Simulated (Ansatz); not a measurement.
Take BN in the zinc blende structure (space group F-43m, No. 216) as the base.

BN has the cubic space group F-43m (No. 216), the zinc blende structure, Pearson symbol cF8. Cell: a = b = c = 3.625 Å, α = β = γ = 90.00°. N on 4c has 4 B at 1.570 Å (tetrahedral). B on 4a is surrounded by 4 N at 1.570 Å (tetrahedral). (Neighbours: up to the widest gap in distance over summed covalent radii, below 1.35, at either atom.)
(The calculation used a cell of 2 atoms; values per cell refer to that cell.)

Levels (all Ansatz, a program for electronic structure, PAW): PBE (420 eV, no spin-orbit coupling); r2SCAN (500 eV, no SOC); HSE06 (420 eV, spin-orbit coupling left out); PBE+SOC (420 eV, spin-orbit coupling included).

Levels that relaxed their own cell: PBE.

| level | band gap | lattice parameter a |
|---|---|---|
| PBE | 4.46 eV | 3.625 Å |
| r2SCAN | 4.99 eV | – |
| HSE06 | 5.78 eV | – |
| PBE+SOC | 4.46 eV | – |

Measured: band gap 6.2 eV (room temperature; as listed in arXiv:1206.3780); lattice parameter a 3.593 Å (static lattice; corrected from measurement; as listed in Tamar Goldzak et al., The Journal of Chemical Physics (2022)).

Computed minus measured — band gap: PBE -1.74 eV, r2SCAN -1.21 eV, HSE06 -0.42 eV, PBE+SOC -1.74 eV (closest: HSE06); lattice parameter a: PBE +0.9 %. Measured values not marked as corrected hold thermal and zero-point effects that the static-lattice runs lack. A measured gap can be an optical one, lowered by exciton binding.

Single points use the geometry relaxed with PBE. The hybrid gap comes from the SCF mesh plus the semilocal run's edge points and a few special points and is an upper bound. Differences between runs with and without spin-orbit coupling are approximate. Stability against distortions was not tested.
